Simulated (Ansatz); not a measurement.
**Cu: transverse stress against strain**

Cu (fcc, Fm-3m, 11.315 Å³/atom at rest, cube axes along x, y and z) under a strain ε along a cube axis (axis z), the other axes held. PBEsol in Ansatz, a plane-wave DFT program (PAW, default set), 420 eV, 32×32×32 Γ-centred mesh, Fermi-Dirac smearing 0.10 eV; ions are relaxed within the symmetry of each cell. Stress is positive for a compressed cell.

Here s stands for strain and y for stress xx.

| strain (%) | stress xx (GPa) |
|---|---|
| -1.50 | 2.33 |
| -1.00 | 1.52 |
| -0.50 | 0.74 |
| 0.00 | -0.01 |
| 0.50 | -0.73 |
| 1.00 | -1.42 |
| 1.50 | -2.09 |
| 3.00 | ? |

Task: Using a straight line, estimate the missing y at s = 3.00 from the other rows, showing the fit.

Result: Means: s 0, y 0.049. About the means, the sum of products is -10.305 and the sum of squares of s is 7.0000; the slope is their ratio. Least squares gives y = 0.049 - 1.4721·s. Residuals (row less fit): 0.073, -0.001, -0.045, -0.059, -0.043, 0.003, 0.069; standard error 0.059 (degrees of freedom: 5). The slope gives the elastic constant C12 = 147 ± 2 GPa. At the withheld row, y = 0.049 - 1.4721 × 3.0 = -4.367 GPa. The calculation gives -3.95 GPa, 0.417 GPa above the prediction (6.6 % of the range of y in the table). The row lies outside the fitted rows, so this is an extrapolation. From the scatter of the fitted rows alone, a prediction at this place has a standard error of 0.092 GPa, so the miss is 4.5 times that.

One order more, fitted to all 13 runs of the series, follows each within 0.01, so the miss is the next term of a smooth law. In a metal these values are sensitive to mesh and smearing; energies are taken to zero smearing, stresses follow the free energy. Rows are the converged runs of the series near zero and its far end; series whose fitted rows scatter by over a few per cent of the range, as at a crossing or softening among them, aren't shown in this form. Most that stay on the fit to the last digits aren't either.
